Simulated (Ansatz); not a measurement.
Relaxed 16-atom cells of (Si,Sn) in the diamond type, of low symmetry and near-random order, with the end members in the same type and cell. Left out are ordered and sheared cells and those that changed their type; one cell stands for each fraction.

Computed with PBE (plane waves to 420 eV, PAW; Ansatz, a program for electronic structure). No spin–orbit coupling.

| cell | fraction of Sn | volume (Å³/atom) |
|---|---|---|
| Si | 0 | 20.46 |
| Sn3Si5 | 0.3750 | withheld |
| SnSi | 0.5000 | 27.79 |
| Sn5Si3 | 0.6250 | 29.94 |
| Sn | 1 | 36.76 |

### Question
Fit y = y0 + (y1 − y0) x − b x (1 − x), with y0 and y1 the end rows to the rows shown by least squares, with x the second column and y the third, and predict the withheld row.

### Answer
The fit gives b = 3.16, with a root-mean-square miss of 0.022 on the rows shown. At x = 0.3750 it predicts 25.83; the run gives 25.86, a miss of -0.03.
